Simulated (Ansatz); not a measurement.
Band structure of ScGa5Fe (P4/mmm, 7 atoms in the cell).

```xyz
7
Lattice="4.1175 0.0000 0.0000 0.0000 4.1175 0.0000 0.0000 0.0000 6.6047" Properties=species:S:1:pos:R:3 pbc="T T T"
Sc     0.0000     0.0000     0.0000
Ga     0.0000     2.0587     2.0213
Ga     0.0000     2.0587     4.5834
Ga     2.0587     0.0000     2.0213
Ga     2.0587     0.0000     4.5834
Ga     2.0587     2.0587     0.0000
Fe     0.0000     0.0000     3.3024
```

Computed with PBEsol, PAW files made with PBE (plane waves; Ansatz, an electronic-structure program).

Settings: basis.ecutwfc = 420 eV; kpoints.mp_grid.grid = 5 5 3; hamiltonian.xc = pbesol; hamiltonian.pseudopotentials = {kind: paw} (the program's default PAW files); scf.occupations.method = gaussian; scf.occupations.width = 0.2 eV; kpoints.band_path.npoints = 8.

The starting cell comes from a database of computed structures (which also holds hypothetical and non-ambient phases and stackings), without a prior relaxation at this level. Its lattice was rescaled by a random factor within 2.5 % of one. Spin polarisation is off.

Levels in eV from the Fermi level, bands 43 to 50:
| point | 43 | 44 | 45 | 46 | 47 | 48 | 49 | 50 |
|---|---|---|---|---|---|---|---|---|
| Γ | -1.57 | -0.67 | -0.11 | 0.99 | 0.99 | 1.78 | 1.84 | 2.00 |
| X | -0.81 | -0.75 | -0.50 | 0.47 | 1.24 | 1.37 | 2.06 | 2.11 |
| M | -2.65 | -2.43 | -1.00 | -0.72 | -0.31 | -0.31 | 0.95 | 2.38 |
| Z | -1.93 | -0.67 | -0.38 | 0.40 | 0.40 | 1.07 | 1.83 | 2.53 |
| R | -1.39 | -1.05 | -0.89 | -0.41 | 0.94 | 1.03 | 1.49 | 2.05 |
| A | -1.21 | -0.99 | -0.82 | -0.82 | -0.66 | -0.30 | 1.09 | 2.38 |

Bands cross the Fermi level along this path, so the cell is metallic at this level.

Keys are those of Ansatz 0.2.
